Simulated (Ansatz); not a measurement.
Base system: Se (space group P3_121, No. 152; a = 4.507 Å, c = 4.989 Å; made of chains).

Structures relaxed with r2SCAN in Ansatz (plane waves to 500 eV, PAW, scalar-relativistic without spin-orbit coupling), earlier PAW set.

Base:

Simulated powder pattern, Cu Kα1, λ = 1.54056 Å (kinematic, ideal powder, no thermal factors, no anomalous dispersion; the 8 strongest lines at most, above 2 %, up to 2θ = 90°):

| 2θ (°) | I/Imax (%) | hkl |
|---|---|---|
| 22.77 | 53 | (100) |
| 29.02 | 100 | (101) |
| 39.98 | 16 | (110) |
| 43.00 | 34 | (012) |
| 44.06 | 28 | (111) |
| 50.16 | 25 | (201) |
| 62.96 | 20 | (210) |
| 88.54 | 16 | (213) |

Now apply this change: every lattice vector is stretched by 2.86 %, atoms relaxed at fixed cell.

Task: How do the reflections move or split?

Result: 
Simulated powder pattern, Cu Kα1, λ = 1.54056 Å (kinematic, ideal powder, no thermal factors, no anomalous dispersion; the 8 strongest lines at most, above 2 %, up to 2θ = 90°):

```csv
2θ (°),I/Imax (%),hkl
22.12,66,(100)
28.20,100,(101)
41.75,34,(012)
42.77,33,(111)
48.67,28,(201)
53.21,17,(112)
61.02,21,(210)
85.47,17,(123)
```

The indices refer to the base's conventional cell; one index is shown for lines that coincide.

The cells carry an imposed strain or load. No phonon test of stability was made. No dispersion term is included, though the crystal is made of layers, chains or molecules, so its spacings can come out too wide.

Ansatz is a program for electronic structure.
